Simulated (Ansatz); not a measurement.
Consider Be$_{3}$N$_{2}$ (space group R3m, No. 160; a cell from a computed database, its experimental status unchecked).

```yaml
crystal:
  lattice:
    - [1.41753, 0.81841, 4.85241]
    - [-1.41753, 0.81841, 4.85241]
    - [0.00000, -1.63683, 4.85241]
  atoms:
    - { symbol: Be, position: [0.14108, 0.14108, 0.14108] }
    - { symbol: Be, position: [0.68236, 0.68236, 0.68236] }
    - { symbol: Be, position: [0.91111, 0.91111, 0.91111] }
    - { symbol: N, position: [0.79582, 0.79582, 0.79582] }
    - { symbol: N, position: [0.29154, 0.29154, 0.29154] }
```

Cartesian axes are those of the cell as printed.

One thing is altered: biaxial strain +4.96 %, plane normal [001], relaxed out of plane (Cartesian); in-plane vectors clamped, the third vector and the atoms free.

Levels (all Ansatz, a first-principles code, PAW): PBEsol (420 eV, without spin-orbit coupling); r2SCAN (500 eV, no SOC); HSE06 (420 eV, scalar-relativistic without spin-orbit coupling).

One geometry, relaxed with PBEsol, under each level:

```csv
level,band gap,lowest conduction level above the VBM at special points,pressure
PBEsol,2.73 eV,F 2.73 eV; Γ 5.00 eV; L 5.11 eV; H₂ 5.28 eV,-14.20 GPa
r2SCAN,…,…,…
HSE06,4.04 eV,F 4.04 eV; Γ 6.49 eV; L 6.53 eV,–
```

Give the withheld r2SCAN results.


- r2SCAN, band gap: 3.47 eV
- r2SCAN, lowest conduction level above the VBM at special points: F 3.47 eV; Γ 5.73 eV; L 5.88 eV; H₂ 6.09 eV
- r2SCAN, pressure: -14.31 GPa

Single points use the geometry relaxed with PBEsol. Their cutoffs differ, which shifts pressures a little. HSE06 gaps are upper bounds (no full band path). Whether these cells are dynamically stable was not tested.
